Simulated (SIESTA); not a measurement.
A self-consistent single point of Si2Ni (Fm-3m, 3 atoms in the cell) with SIESTA.

Method of the run: SIESTA 5.4.2 with LDA PW92, numerical atomic orbitals DZP, PseudoDojo LDA standard norm-conserving potentials (rewritten from UPF to PSML).

```yaml
crystal:
  lattice:
    - [0.00000, 2.69315, 2.69315]
    - [2.69315, 0.00000, 2.69315]
    - [2.69315, 2.69315, 0.00000]
  atoms:
    - { symbol: Si, position: [0.25000, 0.25000, 0.25000] }
    - { symbol: Si, position: [0.75000, 0.75000, 0.75000] }
    - { symbol: Ni, position: [0.00000, 0.00000, 0.00000] }
```

Reference input (self-consistent single point, DFT, GGA PBE, numerical atomic orbitals DZP, PseudoDojo PBE standard norm-conserving potentials (rewritten from UPF to PSML)): XC.functional = GGA; XC.authors = PBE; potentials = PseudoDojo PBE standard; PAO.BasisSize = DZP; PAO.EnergyShift = 0.01 Ry; MeshCutoff = 350 Ry; kgrid.MonkhorstPack = 9 9 9; OccupationFunction = MP; OccupationMPOrder = 0; ElectronicTemperature = 0.1 eV; MaxSCFIterations = 150; SCF.Mixer.Method = Pulay. This run's input differs from it in these lines:

```diff
@@ -1,2 +1,2 @@
-# files in the folder: Si.psml Ni.psml (PseudoDojo PBE standard)
+# files in the folder: Si.psml Ni.psml (PseudoDojo LDA standard)
 SystemName  Si2Ni
@@ -23,4 +23,4 @@
 
-XC.functional                GGA
-XC.authors                   PBE
+XC.functional                LDA
+XC.authors                   PW92
 PAO.BasisSize                DZP
```

Log, with long lists cut:

```
        iscf     Eharris(eV)        E_KS(eV)     FreeEng(eV)     dDmax    Ef(eV) dHmax(eV)
   scf:    1    -4699.472012    -4767.029696    -4767.032323  1.583675 -2.515847 36.223969
   scf:    2    -4765.022338    -4789.583127    -4789.587492  0.449546 -4.507784 14.798725
   scf:    3    -4796.139003    -4794.066335    -4794.072036  0.105577 -3.979426  2.887880
   scf:    4    -4755.316042    -4781.717991    -4781.720434  0.257095 -2.829884 23.619358
   scf:    5    -4795.186910    -4794.315078    -4794.319755  0.190918 -3.904513  0.829704
   [... 3 lines left out ...]
   scf:    9    -4794.330482    -4794.330525    -4794.335107  0.000402 -3.867471  0.022880
   scf:   10    -4794.330535    -4794.330531    -4794.335112  0.000033 -3.867264  0.017676
   scf:   11    -4794.330541    -4794.330539    -4794.335119  0.000122 -3.866505  0.000229
   scf:   12    -4794.330539    -4794.330539    -4794.335119  0.000002 -3.866495  0.000001
SCF Convergence by DM+H criterion
max |DM_out - DM_in|         :     0.0000021021
max |H_out - H_in|      (eV) :     0.0000011973
SCF cycle converged after 12 iterations

Using DM_out to compute the final energy and forces

siesta: E_KS(eV) =            -4794.3305

siesta: E_KS - E_eggbox =     -4794.3305

siesta: Atomic forces (eV/Ang):
     1   -0.000000   -0.000000   -0.000000
     2   -0.000000   -0.000000   -0.000000
     3   -0.000000   -0.000000   -0.000000
   Tot   -0.000000   -0.000000   -0.000000
   Max    0.000000
   Res    0.000000    sqrt( Sum f_i^2 / 3N )
   Max    0.000000    constrained

Stress tensor Voigt[x,y,z,yz,xz,xy] (kbar):       43.11       43.11       43.11       -0.00       -0.00       -0.00
(Free)E + p*V (eV/cell)    -4795.3863
Target enthalpy (eV/cell)    -4794.3351

   [... lines left out ...]
siesta: FreeEng =     -4794.335119
   [... lines left out ...]
siesta:     0.026907   -0.000000   -0.000000
siesta:    -0.000000    0.026907   -0.000000
siesta:    -0.000000   -0.000000    0.026907

siesta: Cell volume =         39.067358 Ang**3

siesta: Pressure (static):
siesta:                Solid            Molecule  Units
siesta:          -0.00029306         -0.00029306  Ry/Bohr**3
siesta:          -0.02690714         -0.02690714  eV/Ang**3
siesta:         -43.10998430        -43.10998435  kBar
```

The run converged in 12 iterations. Against the reference run the pressure goes from 4.57 to -4.31 GPa.

The starting cell comes from a database of computed structures (which also holds hypothetical and non-ambient phases and stackings), without a prior relaxation at this level. Spin polarisation is off. Values carry the incompleteness of an atom-centred basis. With a pressure of about -4 GPa the cell is away from its equilibrium volume at this level.

Cost on one core of a shared machine: roughly 40 s.
